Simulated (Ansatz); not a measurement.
# TlBr (Pm-3m): band-edge transport data

```yaml
crystal:
  lattice:
    - [3.84231, 0.00000, 0.00000]
    - [0.00000, 3.84231, 0.00000]
    - [0.00000, 0.00000, 3.84231]
  atoms:
    - { symbol: Tl, position: [0.00000, 0.00000, 0.00000] }
    - { symbol: Br, position: [0.50000, 0.50000, 0.50000] }
```

Calculation: HSE06 with spin-orbit coupling, rigid bands (plane waves, PAW; Ansatz, a program for electronic structure). Cell: cell and atoms relaxed with PBEsol+d3bj.

```
Property                                                                                                                                                      Result
---------------------------------------------------------------------------------------------------------------------------------------  ---------------------------
band gap                                                                                                                                                     1.32 eV
electron conductivity mass (300 K, dilute)                                                                                                                   0.27 mₑ
hole conductivity mass (300 K, dilute)                                                                                                                       0.30 mₑ
effective density of states N_c (300 K)                                                                                                                  3.4e18 cm⁻³
effective density of states N_v (300 K)                                                                                                                  1.2e19 cm⁻³
density-of-states mass, electrons                                                                                                                            0.26 mₑ
density-of-states mass, holes                                                                                                                                0.62 mₑ
Seebeck coefficient, n-type 1e19 cm⁻³, 300 K                                                                                                               -141 μV/K
Seebeck coefficient, p-type 1e19 cm⁻³, 300 K                                                                                                                238 μV/K
best p-type power factor at 300 K for τ = 10 fs (best axis; densities from 1e16 to 1e21 cm⁻³ tried, whether or not they can be reached)  6.4 μW/(cm·K²) at 3e19 cm⁻³
```

Rigid bands; masses and Seebeck coefficients take one relaxation time τ for all states and one kind of carrier; polarons and phonon drag are left out. Geometry: cell and atoms relaxed with PBEsol+D3(BJ).

PBEsol with a dispersion correction tends to overbind, so the cell can be several per cent short, in bad cases over ten, which usually narrows a gap: TlBr (Pm-3m).
